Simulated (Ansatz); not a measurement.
The cell is built on a prototype and need not be the phase stable at ambient conditions.

By PBEsol, the system below comes out a metal.

Input:

```
CELL_PARAMETERS angstrom
      3.42671     0.00000     0.00000
      0.00000     6.26827     0.00000
      1.71335     3.13414     1.71335
ATOMIC_POSITIONS crystal
  Zr 0.00000 0.00000 0.00000
  B  0.00000 0.62393 0.00000
  B  0.00000 0.37607 0.00000
```

Space group of this cell: I4/mmm. The cell was relaxed by PBE-D3(BJ).

The current flows along the normal of the first two printed cell vectors. No spin-orbit coupling; the value is a mean over 0.1 eV about the Fermi level.

Problem. Compute, with PBEsol (Ansatz, a program for electronic structure), the ballistic conductance per area.

Solution. 0.83 × 10¹⁵ S/m² for both spins.
